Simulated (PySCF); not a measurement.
PySCF 2.14.0, PBE0/def2-svp, df: Zr(Cl)4 ([Cl][Zr]([Cl])([Cl])[Cl]), 5 atoms. The geometry is a generated start, not checked to be a minimum at this level.

| Property | Value |
|---|---|
| task | energy |
| method | pbe0 |
| basis | def2-svp |
| two-electron scheme | density fitting |
| mol.max_memory | 3000 MB |
| mf.max_cycle | 100 |
| mf.diis_space | 8 (default) |
| mf.conv_tol | 1e-09 (default) |
| mf.grids.level | 3 (default) |
| effective core potentials | those of the basis set, past Kr |
| basis functions | 103 |
| grid points | 97912 |

```xyz
5

Zr    -0.0010    -0.0009    -0.0011
Cl     1.8096    -0.5797    -1.2089
Cl     0.6296     0.4718     2.1084
Cl    -0.9673     1.8133    -0.9192
Cl    -1.4709    -1.7045     0.0209
```

Charge 0 and multiplicity 1 are set for this test and not shown to be the ground state.

With the defaults (mf.DIIS = CDIIS, mf.diis = true, mf.damp = 0, mf.diis_start_cycle = 1, mf.init_guess = minao, newton = off, mf.level_shift = 0) it converges in 12 Fock builds. One run each on 2 threads, 1 BLAS thread, with these changes:
- mf.damp = 0.3, mf.diis_start_cycle = 4
- newton = Hessian by the SCF's own integrals
- mf.diis = false
- mf.level_shift = 0.1 Hartree
- mf.DIIS = EDIIS
- mf.init_guess = mod_huckel
- mf.level_shift = 1 Hartree
- mf.init_guess = huckel
- mf.diis = false, mf.damp = 0.7, mf.diis_start_cycle = 999

### Question
Name the settings that don't reach the solution of the defaults.

### Answer
No convergence: mf.DIIS = EDIIS; mf.diis = false (the run ends without SCF convergence in 100 cycles). The rest reach the solution of the defaults.

| setting | Fock builds | end |
|---|---|---|
| mf.level_shift = 0.1 Hartree | 11 | same solution |
| the defaults | 12 | same solution |
| mf.init_guess = mod_huckel | 15 | same solution |
| mf.damp = 0.3, mf.diis_start_cycle = 4 | 16 | same solution |
| mf.init_guess = huckel | 21 | same solution |
| mf.diis = false, mf.damp = 0.7, mf.diis_start_cycle = 999 | 28 | same solution |
| newton = Hessian by the SCF's own integrals | 31 | same solution |
| mf.level_shift = 1 Hartree | 33 | same solution |
| mf.DIIS = EDIIS | 101 | no convergence |
| mf.diis = false | 101 | no convergence |

Under newton the count holds the products with the orbital Hessian.
